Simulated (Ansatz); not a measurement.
What biaxial strain +2.00 %, plane normal [001], relaxed out of plane does to Al

The parent structure is Al in the fcc (Cu type) structure (space group Fm-3m, No. 225; a = 4.015 Å; relaxed with 0.1 eV smearing). Axes: x, y, z lie along the cube axes.

Modification: biaxial strain +2.00 %, plane normal [001], relaxed out of plane (Cartesian); in-plane vectors clamped, the third vector and the atoms free.

Computed with DFT with PBEsol, PAW potentials and a 420 eV plane-wave cutoff in Ansatz (an electronic-structure program), without spin-orbit coupling. Γ-centred 28×28×28 mesh, Fermi–Dirac width 0.1 eV.

| quantity | base | changed | shift |
|---|---|---|---|
| volume per atom | 16.19 Å³ | 16.49 Å³ | +0.30 Å³ |
| space group | Fm-3m (No. 225) | I4/mmm (No. 139) | – |
| shortest interatomic distance | 2.839 Å | 2.839 Å | -0.0007 Å |
| energy relative to the base (free energy F) | 0 meV/atom | +4.0 meV/atom | +4.0 meV/atom |
| pressure (mean of the normal stresses, compression positive) | 0.0 GPa | -1.3 GPa | -1.3 GPa |
| band gap | zero | zero | – |
| out-of-plane strain | – | -2.09 % | – |
| ratio −ε⊥/ε∥ | – | 1.05 | – |

Final structure (turned so that z lies along the plane normal):

```xyz
1
Lattice="2.8961 0.0000 0.0000 0.0000 2.8961 0.0000 1.4481 -1.4481 1.9657" Properties=species:S:1:pos:R:3 pbc="T T T"
Al     0.0000     0.0000     0.0000
```

Stability against distortions was not tested.
